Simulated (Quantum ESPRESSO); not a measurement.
Quantum ESPRESSO run on InBi (P4/nmm, 4 atoms in the cell): self-consistent single point.

Level of theory: PBEsol, PseudoDojo standard norm-conserving (PBESOL) pseudopotentials (plane waves; Quantum ESPRESSO 7.5).

The change in words: lattice scaled by 0.98. Reference geometry:
```
CELL_PARAMETERS angstrom
      4.84796     0.00000     0.00000
      0.00000     4.84796     0.00000
      0.00000     0.00000     5.15543
ATOMIC_POSITIONS crystal
  In 0.50000 0.50000 0.00000
  In 0.00000 0.00000 0.00000
  Bi 0.50000 0.00000 0.36001
  Bi 0.00000 0.50000 0.63999
```

Reference input (self-consistent single point, DFT, PBEsol, plane waves, PseudoDojo standard norm-conserving (PBESOL) pseudopotentials): ecutwfc = 70 Ry; occupations = smearing; smearing = gauss; degauss = 0.019992 Ry; potentials = {In: In.upf, Bi: Bi.upf}; K_POINTS = automatic 5 5 5 0 0 0; conv_thr = 1e-10 Ry; mixing_beta = 0.3. This run's input differs from it in these lines:

```diff
@@ -25,6 +25,6 @@
 ATOMIC_POSITIONS {angstrom}
-In    2.4239810000    2.4239810000    0.0000000000
+In    2.3755015000    2.3755015000    0.0000000000
 In    0.0000000000    0.0000000000    0.0000000000
-Bi    2.4239810000    0.0000000000    1.8560081543
-Bi    0.0000000000    2.4239810000    3.2994268457
+Bi    2.3755015000    0.0000000000    1.8188878833
+Bi    0.0000000000    2.3755015000    3.2334381167
 K_POINTS {automatic}
@@ -32,5 +32,5 @@
 CELL_PARAMETERS {angstrom}
-   4.8479620000     0.0000000000     0.0000000000
-   0.0000000000     4.8479620000     0.0000000000
-   0.0000000000     0.0000000000     5.1554350000
+   4.7510030000     0.0000000000     0.0000000000
+   0.0000000000     4.7510030000     0.0000000000
+   0.0000000000     0.0000000000     5.0523260000
```

Output, abridged:

```
     Self-consistent Calculation

     iteration #  1     ecut=    70.00 Ry     beta= 0.30

     Threshold (ethr) on eigenvalues was too large:
     Diagonalizing with lowered threshold

     total energy              =    -591.91124310 Ry
     estimated scf accuracy    <       0.02408711 Ry

     iteration #  2     ecut=    70.00 Ry     beta= 0.30

     total energy              =    -591.90945050 Ry
     estimated scf accuracy    <       0.00775118 Ry

     iteration #  3     ecut=    70.00 Ry     beta= 0.30

     total energy              =    -591.91046023 Ry
     estimated scf accuracy    <       0.00071189 Ry

   [... 6 blocks of this kind left out ...]

     iteration # 10     ecut=    70.00 Ry     beta= 0.30

     total energy              =    -591.91052685 Ry
     estimated scf accuracy    <          1.9E-09 Ry

     iteration # 11     ecut=    70.00 Ry     beta= 0.30
     End of self-consistent calculation

     the Fermi energy is    10.9316 ev

!    total energy              =    -591.91052685 Ry
     estimated scf accuracy    <          2.5E-11 Ry
     smearing contrib. (-TS)   =      -0.00242383 Ry
     internal energy E=F+TS    =    -591.90810301 Ry

     convergence has been achieved in  11 iterations

     Forces acting on atoms (cartesian axes, Ry/au):

     atom    1 type  1   force =     0.00000000    0.00000000    0.00000000
     atom    2 type  1   force =     0.00000000    0.00000000    0.00000000
     atom    3 type  2   force =     0.00000000    0.00000000    0.03009191
     atom    4 type  2   force =     0.00000000    0.00000000   -0.03009191

     Total force =     0.042556     Total SCF correction =     0.000028

          total   stress  (Ry/bohr**3)                   (kbar)     P=       36.81
   0.00026403   0.00000000   0.00000000           38.84        0.00        0.00
   0.00000000   0.00026403   0.00000000            0.00       38.84        0.00
   0.00000000   0.00000000   0.00022272            0.00        0.00       32.76

   JOB DONE.
```

The run converged in 11 iterations. Against the reference run the free energy goes up by 20.8 meV/atom, the pressure goes from 0.23 to 3.68 GPa and the largest force goes from 0.435 to 0.774 eV/Å.

The starting cell comes from a database of computed structures (which also holds hypothetical and non-ambient phases and stackings), without a prior relaxation at this level. Its lattice was rescaled by a random factor within 2.5 % of one. For this run, on top of that: lattice scaled by 0.98. With a pressure of about 4 GPa the cell is away from its equilibrium volume at this level.

Cost on one core of a shared machine: roughly 80 s.
